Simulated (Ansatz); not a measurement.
Consider LaP in the CsCl type structure (space group Pm-3m, No. 221; a = 3.6409 Å; a hypothetical phase, not in the database extracts checked; relaxed with 0.1 eV smearing). Axes: x, y, z lie along the cube axes.

Calculations: PBE/PAW in Ansatz (a first-principles code), no SOC.

For the base:

The band gap is zero and the shortest interatomic distance comes out as 3.153 Å.

The change: strain tensor (xx, yy, zz, yz, xz, xy) = (+1.63, +0.12, −0.23, +0.92, −1.16, +0.11) %, atoms relaxed at fixed cell.

**Question.** What happens to the energy relative to the base, stress, band gap and shortest interatomic distance?

**Answer.** The energy grows by 1.5 meV/atom; the stress (xx, yy, zz, yz, xz, xy; compression positive) is (-2.1, -0.6, -0.4, 0.3, -0.3, 0.0) GPa; the band gap remains zero; the shortest interatomic distance falls by 0.030 Å, from 3.153 Å to 3.123 Å.

Stability against distortions was not tested. The final runs are not spin-polarised.
